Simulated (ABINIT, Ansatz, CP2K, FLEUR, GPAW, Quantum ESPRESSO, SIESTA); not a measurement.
**Code comparison for HfO2 (P4_2/nmc, 6 atoms in the cell)**

Self-consistent single point, at a second geometry (lattice scaled by 0.98). First geometry:

```
HfO2
1.0
    3.53347     0.00000     0.00000
    0.00000     3.53347     0.00000
    0.00000     0.00000     5.13617
Hf O
2 4
Direct
  0.50000   0.50000   0.50000
  0.00000   0.00000   0.00000
  0.00000   0.50000   0.69721
  0.00000   0.50000   0.19721
  0.50000   0.00000   0.80279
  0.50000   0.00000   0.30279
```

Shared settings, as Ansatz (a program for electronic structure) writes them: kpoints.mp_grid.grid = 8 8 5; scf.occupations.method = fermi_dirac; scf.occupations.width = 0.01 eV. Potentials and cutoffs stand in the table.

```json
[
 {"code": "Ansatz", "model": "PBE, default PAW files", "ΔF from the first geometry (meV/atom)": "101.6", "pressure (GPa)": "35.90", "largest force (eV/Å)": "0.649", "gap on the mesh (eV)": "5.026", "cutoff": "420 eV"},
 {"code": "ABINIT", "model": "PBE, norm-conserving pseudopotentials (PseudoDojo nc-sr-05 PBE standard)", "ΔF from the first geometry (meV/atom)": "89.3", "pressure (GPa)": "33.24", "largest force (eV/Å)": "0.559", "gap on the mesh (eV)": "5.079", "cutoff": "42 Ha"},
 {"code": "SIESTA", "model": "GGA PBE, numerical atomic orbitals TZP, PseudoDojo PBE standard norm-conserving potentials (rewritten from UPF to PSML)", "ΔF from the first geometry (meV/atom)": "98.0", "pressure (GPa)": "36.14", "largest force (eV/Å)": "0.762", "gap on the mesh (eV)": "4.849", "cutoff": "grid 350 Ry"},
 {"code": "FLEUR", "model": "PBE, all-electron FLAPW (FLEUR), scalar-relativistic valence", "ΔF from the first geometry (meV/atom)": "100.1", "pressure (GPa)": "–", "largest force (eV/Å)": "0.634", "gap on the mesh (eV)": "5.078", "cutoff": "Kmax 4.6 1/bohr"},
 {"code": "Quantum ESPRESSO", "model": "PBE, GBRV 1.5 ultrasoft (PBE) pseudopotentials", "ΔF from the first geometry (meV/atom)": "95.3", "pressure (GPa)": "34.45", "largest force (eV/Å)": "0.674", "gap on the mesh (eV)": "5.054", "cutoff": "40 Ry"},
 {"code": "GPAW", "model": "PBE, GPAW PAW datasets PBE (gpaw-data 1.0.1)", "ΔF from the first geometry (meV/atom)": "106.4", "pressure (GPa)": "–", "largest force (eV/Å)": "0.826", "gap on the mesh (eV)": "4.983", "cutoff": "900 eV"},
 {"code": "CP2K", "model": "PBE, GPW, DZVP-MOLOPT-SR-GTH basis, GTH-PBE potentials (GTH_POTENTIALS)", "ΔF from the first geometry (meV/atom)": "66.6", "pressure (GPa)": "26.98", "largest force (eV/Å)": "0.381", "gap on the mesh (eV)": "5.035", "cutoff": "grid 500 Ry"}
]
```

For Ansatz (by 0.8 GPa) and Quantum ESPRESSO (by 0.6 GPa) the energy change implies a higher mean pressure, against the two pressures, than for the other programs: a sign of finite-basis (Pulay) stress.

A dash marks a value that a program does not give, or that is left out as unsure.

Gaps are read on the mesh.

On Ansatz's run: spin-orbit coupling is off.

The spread over the programs that give each value: ΔF from the first geometry within 39.8 meV/atom; pressure within 9.16 GPa; largest force within 0.445 eV/Å; gap on the mesh within 0.230 eV.

SIESTA and CP2K use small atom-centred bases, whose incompleteness enters pressures, forces and empty levels differently from a plane-wave cutoff. FLEUR treats all electrons, but the usual bases taken here (sphere radii, linearisation, local orbitals, empty states) were not tested for convergence, so the values are no reference for the others. Ansatz's pressure is given at a fixed set of plane waves, as the other plane-wave codes print theirs; with its correction for the finite basis it is 36.74 GPa (the shift of 0.84 GPa shows how far the cutoff is from converged). The pressure of GPAW is left out: its cutoff lies under the one at which its stress was checked. In the gap, SIESTA (by 0.191) lies more than 0.12 eV from the median of the plane-wave programs. In the force vectors, ABINIT (by 0.102), SIESTA (by 0.101), GPAW (by 0.165) and CP2K (by 0.280) lie more than 0.08 eV/Å from the median of the plane-wave programs.

The starting cell comes from a database of computed structures (which also holds hypothetical and non-ambient phases and stackings), without a prior relaxation at this level. Its lattice was rescaled by a random factor within 2.5 % of one. For this run, on top of that: lattice scaled by 0.98.

Keys are those of Ansatz 0.2.
